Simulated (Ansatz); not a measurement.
Levels about the gap of amorphous Si30N41Sc (72 atoms in a cell of 816 Å³, 2.97 g/cm³; zone centre alone, so wide bands show as single levels with stretches between that a denser mesh fills), at the geometry that PBE relaxed, where it gives 0.0 GPa on a denser mesh. The participation number counts the atoms over which a state spreads; weights are charges in smoothed Voronoi cells. The levels come from a single point, so bond lengths are those of that geometry. Method of the levels: PBE, scalar-relativistic without spin-orbit coupling (Ansatz, an electronic-structure program). Sampling: the zone centre alone; Fermi-Dirac width 0.02 eV; no spin polarisation. At PBE the levels at both edges of the gap are localised (band-tail or defect states), and the nearest spread-out levels lie 3.2 eV apart at the zone centre.

It comes from a melt-quench run on a machine-learned potential (CHGNet), relaxed afterwards by DFT. N atoms were pushed apart under 1.9 Å during the dynamics, to hinder bonds among them. The hot cell started wider than the set density and was brought back towards it in steps. It is the lowest in DFT energy of 2 quenches. It is a model cell: composition and starting density were chosen by hand, and all elements were melted together. No dispersion term was used. Its density started from a set value of 2.98 and ended at 2.97 g/cm³. The simulated quench (nominally 380 K/ps over its main leg) is rapid and tends to freeze in more defects than a deposited or slowly cooled glass has. A cell of this size samples the disorder only roughly. Volume and shape were free in the relaxation. On a 2×2×2 Γ-centred mesh force components of up to 0.14 eV/Å stay, since the relaxation ran on the zone centre alone.

```
E - E(highest filled), eV  filling  participation number        largest on  weight N  weight Sc  weight Si
-------------------------  -------  --------------------  ----------------  --------  ---------  ---------
-1.13                       filled                  15.2   N, 3 neighbours      0.90       0.00       0.10
-1.09                       filled                   9.6   N, 2 neighbours      0.89       0.00       0.11
-1.07                       filled                  13.5   N, 2 neighbours      0.89       0.00       0.11
-0.93                       filled                  21.2   N, 2 neighbours      0.90       0.01       0.10
-0.85                       filled                   8.8   N, 2 neighbours      0.88       0.00       0.11
-0.55                       filled                   3.1   N, 2 neighbours      0.89       0.00       0.11
0.00                        filled                   3.6   N, 2 neighbours      0.87       0.00       0.13
0.84                         empty                   4.1  Si, 3 neighbours      0.41       0.00       0.59
1.87                         empty                   2.3  Sc, 4 neighbours      0.22       0.66       0.12
1.97                         empty                   1.7  Sc, 4 neighbours      0.17       0.76       0.07
2.26                         empty                  23.6  Sc, 4 neighbours      0.44       0.16       0.40
2.30                         empty                   3.0  Sc, 4 neighbours      0.26       0.57       0.18
2.48                         empty                  10.8  Sc, 4 neighbours      0.36       0.25       0.38
2.72                         empty                  15.9  Sc, 4 neighbours      0.38       0.22       0.40
```

Most localised among these is the empty level at +1.97 eV, on a Sc atom, which has 4 neighbours (N 1.98 Å, N 2.10 Å, N 2.50 Å, N 2.61 Å).
